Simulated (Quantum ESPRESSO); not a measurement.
Worked example: self-consistent single point of ZrSnTe (P4/nmm, 6 atoms in the cell) in Quantum ESPRESSO.

Level of theory: PBEsol, PseudoDojo standard norm-conserving (PBESOL) pseudopotentials (plane waves; Quantum ESPRESSO 7.5).

The change in words: lattice scaled by 0.98. Reference geometry:
```xyz
6
Lattice="4.0959 0.0000 0.0000 0.0000 4.0959 0.0000 0.0000 0.0000 8.7832" Properties=species:S:1:pos:R:3 pbc="T T T"
Zr     2.0479     0.0000     2.3150
Zr     0.0000     2.0479     6.4682
Sn     0.0000     0.0000     0.0000
Sn     2.0479     2.0479     0.0000
Te     2.0479     0.0000     5.4404
Te     0.0000     2.0479     3.3428
```

Reference input (self-consistent single point, DFT, PBEsol, plane waves, PseudoDojo standard norm-conserving (PBESOL) pseudopotentials): ecutwfc = 85 Ry; occupations = smearing; smearing = gauss; degauss = 0.0099958 Ry; potentials = {Zr: Zr.upf, Sn: Sn.upf, Te: Te.upf}; K_POINTS = automatic 5 5 3 0 0 0; conv_thr = 1e-10 Ry; mixing_beta = 0.4. This run's input differs from it in these lines:

```diff
@@ -26,5 +26,5 @@
 CELL_PARAMETERS {angstrom}
-   4.095851000     0.000000000     0.000000000
-   0.000000000     4.095851000     0.000000000
-   0.000000000     0.000000000     8.783204000
+   4.013934000     0.000000000     0.000000000
+   0.000000000     4.013934000     0.000000000
+   0.000000000     0.000000000     8.607540000
 ATOMIC_POSITIONS {crystal}
```

Log, with long lists cut:

```
     Self-consistent Calculation

     iteration #  1     ecut=    85.00 Ry     beta= 0.40

     Threshold (ethr) on eigenvalues was too large:
     Diagonalizing with lowered threshold

     total energy              =    -935.75858274 Ry
     estimated scf accuracy    <       0.13404388 Ry

     iteration #  2     ecut=    85.00 Ry     beta= 0.40

     total energy              =    -935.76915712 Ry
     estimated scf accuracy    <       0.13121690 Ry

     iteration #  3     ecut=    85.00 Ry     beta= 0.40

     total energy              =    -935.78741187 Ry
     estimated scf accuracy    <       0.01121425 Ry

   [... 10 blocks of this kind left out ...]

     iteration # 14     ecut=    85.00 Ry     beta= 0.40

     total energy              =    -935.78868973 Ry
     estimated scf accuracy    <          1.1E-10 Ry

     iteration # 15     ecut=    85.00 Ry     beta= 0.40
     End of self-consistent calculation

     the Fermi energy is    14.6575 ev

!    total energy              =    -935.78868973 Ry
     estimated scf accuracy    <          2.7E-11 Ry
     smearing contrib. (-TS)   =      -0.00139027 Ry
     internal energy E=F+TS    =    -935.78729945 Ry

     convergence has been achieved in  15 iterations

     Forces acting on atoms (cartesian axes, Ry/au):

     atom    1 type  1   force =     0.00000000    0.00000000    0.00705860
     atom    2 type  1   force =     0.00000000    0.00000000   -0.00705860
     atom    3 type  2   force =     0.00000000    0.00000000    0.00000000
     atom    4 type  2   force =     0.00000000    0.00000000    0.00000000
     atom    5 type  3   force =     0.00000000    0.00000000   -0.00669198
     atom    6 type  3   force =     0.00000000    0.00000000    0.00669198

     Total force =     0.013755     Total SCF correction =     0.000041

          total   stress  (Ry/bohr**3)                   (kbar)     P=       22.91
   0.00014834   0.00000000   0.00000000           21.82        0.00        0.00
   0.00000000   0.00014834   0.00000000            0.00       21.82        0.00
   0.00000000   0.00000000   0.00017048            0.00        0.00       25.08

   JOB DONE.
```

The run converged in 15 iterations. Against the reference run the free energy goes down by 5.2 meV/atom, the pressure goes from -3.17 to 2.29 GPa and the largest force goes from 0.105 to 0.181 eV/Å.

The starting cell comes from a database of computed structures (which also holds hypothetical and non-ambient phases and stackings), without a prior relaxation at this level. Its lattice was rescaled by a random factor within 2.5 % of one. For this run, on top of that: lattice scaled by 0.98.

Cost on one core of a shared machine: roughly 5 min.
